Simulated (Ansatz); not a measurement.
An Ansatz (an electronic-structure program) input (Ansatz LDA, spin-orbit coupling left out):

Ansatz 0.2 input:
```yaml
crystal:
  lattice:
    - [4.4840155399, 0, 0]
    - [2.2420077699, 3.8832713685, 0]
    - [2.2420077699, -1.2944237895, 3.6843460958]
  atoms:
    - { symbol: Mg, position: [0, 0, 0] }
    - { symbol: Te, position: [0.5, 0.25, 0.75] }
basis: { ecutwfc: 420, ecutrho_ratio: 4, xc_grid: 2, fft_grid_basis: typed }
kpoints: { mp_grid: { grid: [9, 9, 9] } }
hamiltonian:
  xc: lda
  dispersion: none
  pseudopotentials: { kind: paw }
scf: { occupations: { method: fermi_dirac, width: 0.05 } }
relax: { f_tol: 0.005, max_steps: 50, cell: { stress_tol: 0.01, fix: [a, b, gamma] } }
output: { forces: true, stress: true }
checkpoint: { write: state.ck, write_every: 1000 }
```

Task: Which symmetry and how many k-points will the program report, and about how many plane waves at Γ?

Result: Space group R3m (ITA 160) with 6 operations, k-points 85 of 729, and 1243 plane waves at Γ.

The cells carry an imposed strain or load. Stability against distortions was not tested. The cell was made from MgTe in the zinc blende structure (space group F-43m, No. 216) by this change: biaxial strain −0.42 %, plane normal [111], relaxed out of plane.
